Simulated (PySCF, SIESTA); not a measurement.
A PySCF input for a self-consistent single point of Li (Im-3m, 1 atom in the cell) (DFT PBE, Gaussian basis gth-dzvp-molopt-sr, GTH pseudopotentials gth-pbe, FFT density fitting with multigrid):

```python
import numpy as np
from pyscf.pbc import gto, scf, dft

cell = gto.Cell()
cell.a = np.array([[-1.680963, 1.680963, 1.680963],
              [1.680963, -1.680963, 1.680963],
              [1.680963, 1.680963, -1.680963]])
cell.atom = '''
Li              0              0              0
'''
cell.fractional = True
cell.basis = 'gth-dzvp-molopt-sr'
cell.pseudo = 'gth-pbe'
cell.ke_cutoff = 140
cell.precision = 1e-07
cell.spin = 1
cell.max_memory = 2000
cell.verbose = 4
cell.build()

kpts = cell.make_kpts([11, 11, 11])
kmf = dft.KUKS(cell, kpts).multigrid_numint()
kmf.xc = 'pbe,pbe'
kmf.conv_tol = 1e-09
kmf.max_cycle = 80
kmf.diis_start_cycle = 3
kmf.damp = 0.7
kmf = scf.addons.smearing_(kmf, sigma=0.00499791, method='gauss')
kmf.kernel()

res = dict(e_tot=kmf.e_tot, converged=kmf.converged, nao=cell.nao, mesh=cell.mesh, nelectron=cell.nelectron)
res.update(e_free=kmf.e_free, e_zero=kmf.e_zero)
np.savez('results.npz', **res)
eps, occ = np.array(kmf.mo_energy), np.array(kmf.mo_occ)
nk = len(kmf.kpts)
res.update(mo_energy=eps, mo_occ=occ)
print('electrons per cell = %.6f' % (occ.sum() / nk))
full = 0.5
print('highest filled level = %.6f Ha, lowest empty level = %.6f Ha' % (eps[occ > full].max(), eps[occ <= full].min()))
dm, ovlp = kmf.make_rdm1(), kmf.get_ovlp()
pop = np.einsum('kij,kji->i', np.array(dm[0]) - np.array(dm[1]), np.array(ovlp)).real / nk
res['mulliken_spin'] = [pop[p0:p1].sum() for _, _, p0, p1 in cell.aoslice_by_atom()]
print('Mulliken spin moments:', np.round(res['mulliken_spin'], 4))
np.savez('results.npz', **res)
```

Question: Translate this input to SIESTA.

Answer: One input that does it (others would too):

```
# files in the folder: Li.psml (PseudoDojo PBE standard)
SystemName  Li
SystemLabel siesta

NumberOfAtoms                1
NumberOfSpecies              1
%block ChemicalSpeciesLabel
  1 3 Li
%endblock ChemicalSpeciesLabel
LatticeConstant              1.0 Ang
%block LatticeVectors
    -1.680963000    1.680963000    1.680963000
     1.680963000   -1.680963000    1.680963000
     1.680963000    1.680963000   -1.680963000
%endblock LatticeVectors
AtomicCoordinatesFormat      ScaledCartesian
%block AtomicCoordinatesAndAtomicSpecies
     0.000000000    0.000000000    0.000000000  1
%endblock AtomicCoordinatesAndAtomicSpecies

XC.functional                GGA
XC.authors                   PBE
PAO.BasisSize                TZP
PAO.EnergyShift              0.005 Ry
PAO.Polarization.NonPerturbative true
MeshCutoff                   350 Ry
%block kgrid.MonkhorstPack
   11   0   0  0.0
    0  11   0  0.0
    0   0  11  0.0
%endblock kgrid.MonkhorstPack
OccupationFunction           MP
OccupationMPOrder            0
ElectronicTemperature        0.136 eV

MaxSCFIterations             150
SCF.Mixer.Method             Pulay
SCF.Mixer.Weight             0.2
SCF.Mixer.History            6
SCF.DM.Tolerance             1.0E-04
Diag.ParallelOverK           true
WriteForces                  true
```

Basis settings and potentials, where a program has them, do not carry over. This input uses DFT, GGA PBE, numerical atomic orbitals TZP, PseudoDojo PBE standard norm-conserving potentials (rewritten from UPF to PSML).

The starting cell comes from a database of computed structures (which also holds hypothetical and non-ambient phases and stackings), without a prior relaxation at this level. Its lattice was rescaled by a random factor within 2.5 % of one.
